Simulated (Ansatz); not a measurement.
# CsPbCl3 under a change: pressure 7.5 GPa

Consider CsPbCl3 in the cubic perovskite structure (space group Pm-3m, No. 221; a = 5.619 Å).

Perturbation: a hydrostatic pressure of 7.5 GPa.

Method: plane-wave PAW DFT at the PBEsol level (Ansatz, a program for electronic structure, 420 eV), without spin-orbit coupling. Γ-centred 6×6×6 mesh, Fermi–Dirac width 0.05 eV.

The volume per atom drops by 6.18 Å³, from 35.48 Å³ to 29.30 Å³ and the density goes up by 0.88 g/cm³ to 5.06 g/cm³. The lattice parameter a drops by 0.3473 Å, from 5.619 Å to 5.271 Å and the shortest interatomic distance decreases by 0.1736 Å (2.809 Å → 2.636 Å). The enthalpy H = E + PV relative to the base's energy is +1.49 eV/atom and the band gap shrinks by 1.09 eV to 0.74 eV. The gap character is still direct at R and the width of the top valence band increases by 1.67 eV, from 2.48 eV to 4.15 eV. The electron mass (degenerate bands, along [100]) goes from 0.10, 0.83, 0.83 mₑ (at R) to 0.056, 0.63, 0.63 mₑ (at R) and the hole mass goes from 0.17 mₑ (at R) to 0.069 mₑ (at R). The valley order (the lowest conduction-band minima on the path, energy above the VBM, named in the base's zone) becomes R along ⟨111⟩ 0.74 eV; Γ 2.02 eV (base: R along ⟨111⟩ 1.83 eV; Γ 3.24 eV).

Final structure:

```yaml
crystal:
  lattice:
    - [5.27150, 0.00000, 0.00000]
    - [0.00000, 5.27150, 0.00000]
    - [0.00000, 0.00000, 5.27150]
  atoms:
    - { symbol: Cs, position: [0.00000, 0.00000, 0.00000] }
    - { symbol: Pb, position: [0.50000, 0.50000, 0.50000] }
    - { symbol: Cl, position: [0.50000, 0.00000, 0.50000] }
    - { symbol: Cl, position: [0.00000, 0.50000, 0.50000] }
    - { symbol: Cl, position: [0.50000, 0.50000, 0.00000] }
```

With Pb present, leaving out spin-orbit coupling can change the band edges. Load acts through the strain it causes; cell and atoms are relaxed under it. Masses are band curvatures over ±0.01 Å⁻¹ around the edge. No phonon test of stability was made. Competing high-pressure phases were not computed. Many cubic perovskites are stable only at high temperature; tilts and polar distortions were not tested. This is not the structure that CsPbCl3 has at room temperature and ambient pressure.
